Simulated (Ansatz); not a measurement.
Bulk modulus of WP (model structure, started from the NbAs type, I4₁md, No. 109, 4 atoms in the cell) at several levels of theory

No measured value is used here.

```
level (code)     value (GPa)  cell (Å³/atom)
---------------  -----------  --------------
LDA (Ansatz)             268           14.06
PBEsol (Ansatz)          260           14.28
r²SCAN (Ansatz)          254           14.48
```

Density-functional levels without +SOC have no spin–orbit coupling. LDA, PBEsol, r²SCAN: the run has no spin polarisation, so it can have missed a magnetic state. LDA, PBEsol, r²SCAN: the bulk modulus is −V dP/dV from two relaxed cells at ±2 % in volume. Each level is taken at its own relaxed cell. Cutoffs differ between the levels. Ansatz's density-functional and Hartree–Fock values are scalar-relativistic unless marked +SOC, with PAW data made under PBE.

A model structure was made by putting elements into a prototype or built by hand; it is no filed structure, need not be a known phase, and can be a saddle point held by its symmetry.

Ansatz is a first-principles code.
